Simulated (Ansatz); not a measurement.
Checking a run of Ansatz (a first-principles code) on Si₂W (I4/mmm, 3 atoms in the cell). The aim is a self-consistent single point with DFT, PBE, plane waves, PAW files.

Cell that was meant: a = 4.5525 Å, b = 4.5525 Å, c = 4.5525 Å, α = 138.29°, β = 138.29°, γ = 60.46°.

Part of the input:

Ansatz 0.2 input:
```yaml
    - { symbol: Si, position: [0.33499000, 0.33499000, 0.00000000] }
    - { symbol: Si, position: [0.66501000, 0.66501000, 0.00000000] }
    - { symbol: W, position: [0.00000000, 0.00000000, 0.00000000] }
basis:
  ecutwfc: 125.0
kpoints:
  mp_grid: { grid: [10, 10, 10] }
hamiltonian:
```

Output (repeated stretches shortened):

```
   [... lines left out ...]
Symmetry: 16 space group operations
Space group: I4/mmm (ITA 139), of the structure as read, at distance tolerance 3.5e-5 Å
k-points: 102 of 1000
Initial density: superposition of atomic densities (chi_scale 0.1, normalization cell, long waves kept (reshape's long-wave potential 0.00 eV rms))
Initial wavefunctions: pseudopotential atomic-orbital guess
Eigensolver: davidson
Functional: x = pbe(κ = 0.804, μ = 0.2195149727645171), c = pbe(β = 0.06672455060314922)
SCF iter   1: F=—  HF=-11633.963295 eV  |F-HF|=—  |Δ(HF+E_count)|=         —  Δρ=1.89e-1  dr2=1.66e1  ethr=3.10e-3  ⟨swp⟩=5.9  Hψ=8346  notcnv=0
all-band conjugate gradients solve this SCF's bands
preconditioner: auto → Kerker (q_TF=auto, 2.456 Å⁻¹)
SCF iter   2: F=—  HF=-11628.335685 eV  |F-HF|=—  |Δ(HF+E_count)|=    5.63e0  S|Δr|=    0.00e0  Δρ=1.07e-1  dr2=4.19e0  ethr=3.10e-3  ⟨swp⟩=2.6  Hψ=3962  notcnv=0  defer=5
   [... lines left out ...]
SCF iter   5: F=—  HF=-11626.097067 eV  |F-HF|=—  |Δ(HF+E_count)|=   2.08e-3  S|Δr|=    0.00e0  Δρ=5.57e-4  dr2=9.45e-5  ethr=3.11e-5  ⟨swp⟩=2.3  Hψ=2173  notcnv=0  defer=3
SCF iter   6: F=—  HF=-11626.098060 eV  |F-HF|=—  |Δ(HF+E_count)|=   9.93e-4  S|Δr|=    0.00e0  Δρ=1.02e-4  dr2=3.79e-6  ethr=4.29e-7  ⟨swp⟩=2.6  Hψ=2629  notcnv=0  defer=3
SCF iter   7: F=-11626.098059 eV  HF=-11626.098059 eV  |F-HF|=1.18e-8  |Δ(HF+E_count)|=   7.62e-7  S|Δr|=    0.00e0  Δρ=8.02e-6  dr2=3.14e-8  ethr=4.55e-10  ⟨swp⟩=3.8  Hψ=6708  notcnv=0
SCF 1 converged in 7 iterations: F = -11626.098059 eV  dr2 = 3.14e-8
Stability not checked (fill_not_monotonic)
Free energy (F): -11626.098059 eV
Internal energy: -11626.098018 eV  (E = F + TS)
E sigma→0 (E₀):  -11626.098049 eV
Entropy (-TS):   -0.000041 eV (-0.014 meV/atom)
Fermi energy:    16.564941 eV
--- Forces (eV/Å), atoms counted from 1 ---
  atom   1  Si     0.00000000    -0.00000000    -0.06834817
  atom   2  Si    -0.00000000     0.00000000     0.06834817
  atom   3  W     -0.00000000    -0.00000000    -0.00000000
--- Stress (GPa, compression-positive) ---
      -12.824526       0.000000      -0.000000
        0.000000     -12.824526       0.000000
       -0.000000       0.000000      -1.102835
  P = ⅓ Tr σ = -8.9173 GPa (-89.173 kbar)
  The stress holds the Pulay correction. Without it, at fixed plane waves, as pw.x and ABINIT print it: P = -326.5821 GPa
```

Question: Is this run sound? If not, what is wrong?

Answer: The run is not sound. The fault is a basis or grid far too coarse for these potentials. Far below the cutoff that the potentials were made for, the basis cannot represent the orbitals near the nuclei, and energies, forces and above all the stress go wrong. To fix it, restore the cutoff that the potentials need and check convergence. The run converged in 7 iterations without an error; against the sound input the free energy rises by 10.8 eV/atom, the pressure goes from -1.43 to -8.92 GPa and the largest force goes from 0.003 to 0.068 eV/Å. At a fixed set of plane waves, without the program's Pulay estimate, the pressure is -326.58 GPa against -1.46 GPa.

An input that runs soundly differs in these lines (not the only fix; some lines may just follow from the change or write a value another way):
```diff
-basis:
-  ecutwfc: 125.0
```

With that input, the run converged in 6 iterations: free energy E − TS (on the zero of these files) -11658.5517 eV; Fermi level (on the code's own zero) 16.22 eV; pressure -1.43 GPa; largest force (vector length) 0.003 eV/Å (DFT, PBE, plane waves, PAW files).

On the sound input: the starting cell comes from a database of computed structures (which also holds hypothetical and non-ambient phases and stackings), without a prior relaxation at this level. Its lattice was rescaled by a random factor within 2.5 % of one. Spin polarisation is off. Ansatz's pressure includes its estimate of the finite-basis (Pulay) stress.
